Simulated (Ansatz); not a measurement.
Consider BeTe in the zinc blende structure (space group F-43m, No. 216).

```yaml
crystal:
  lattice:
    - [0.00000, 2.82841, 2.82841]
    - [2.82841, 0.00000, 2.82841]
    - [2.82841, 2.82841, 0.00000]
  atoms:
    - { symbol: Be, position: [0.00000, 0.00000, 0.00000] }
    - { symbol: Te, position: [0.25000, 0.25000, 0.25000] }
```

The values are results of r2SCAN (Ansatz, a program for electronic structure), scalar-relativistic without spin-orbit coupling, not measurements.

Before the change:

- Electron mass: 2.1 mₑ along k, 0.25 mₑ across (at X)
- Gap character: indirect, Γ → X

Now apply this change: the cell is scaled by 0.9850 in all directions, atoms relaxed at fixed cell.

**Question.** Estimate the effect on the electron mass.

**Answer.** The electron mass becomes 1.8 mₑ along k, 0.24 mₑ across (at X) (base: 2.1 mₑ along k, 0.25 mₑ across (at X)).

**Question.** Predict the new gap character.

**Answer.** The gap character is still indirect, Γ → X.

Spin-orbit coupling, missing from the scalar runs, can matter with Te. The cells carry an imposed strain or load. Effective masses come from finite differences of ±0.01 Å⁻¹. Along k means along the line from Γ to the band edge. Whether these cells are dynamically stable was not tested.
